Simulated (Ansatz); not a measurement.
# CdS under a change: uniaxial strain ε_zz = +1.82 %

The parent structure is CdS in the zinc blende structure (space group F-43m, No. 216; a = 5.8777 Å). Axes: x, y, z lie along the cube axes.

Modification: the cell is stretched by 1.82 % along z with no lateral relaxation; the atoms relax in the strained cell.

Calculations: r2SCAN (Ansatz, a first-principles code, PAW, scalar-relativistic without spin-orbit coupling). Γ-centred 10×10×10 mesh, Fermi–Dirac width 0.05 eV.

* **Space group**: I-4m2 (No. 119) (base F-43m (No. 216))
* **Shortest interatomic distance**: 2.561 Å (base 2.545 Å)
* **Energy relative to the base (free energy F)**: +1.9 meV/atom
* **Band gap**: 1.48 eV (base 1.54 eV)
* **Gap character**: direct at Γ (base direct at Γ)
* **Electron mass**: 0.15 mₑ (at Γ) (base 0.15 mₑ (at Γ))
* **Valence-band top at Γ (three highest levels, from the VBM)**: 0.00, 0.00, -0.06 eV (base 0.00, 0.00, 0.00 eV)
* **Stress (xx, yy, zz, yz, xz, xy; compression positive)**: (-0.93, -0.93, -1.30, 0.00, 0.00, 0.00) GPa

Masses are band curvatures over ±0.01 Å⁻¹ around the edge. Whether these cells are dynamically stable was not tested. Labels are those of the standard path for the cell's own space group.
